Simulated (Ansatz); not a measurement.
System: CsCl-type CoGa. Method: LDA (PAW; Ansatz, a program for electronic structure).

Run with plane-wave cutoff 520 eV, 20×20×20 k mesh, Fermi–Dirac smearing 0.05 eV, no spin polarisation, scalar-relativistic PAW data made under PBE.

Computed at the level's own relaxed cell.

### Question
What does this level give for the equilibrium volume per atom, bulk modulus, equilibrium lattice constant a and pressure derivative B′ of the bulk modulus?

### Answer

equilibrium volume per atom: 11.09 Å³/atom
bulk modulus: 218 GPa
equilibrium lattice constant a: 2.810 Å
pressure derivative B′ of the bulk modulus: 4.7

The run finds no gap.

Measured, for comparison: lattice constant a 2.878 Å (temperature not stated, copied from a table, unchecked, not corrected to a static lattice; as tabulated in Monatshefte fuer Chemie und verwandte Teile anderer Wissenschaften 123, 509 (1992)). Computed (rounded) less measured: lattice constant a not scored (unchecked).

The computed numbers hold no vibrational or temperature effects.
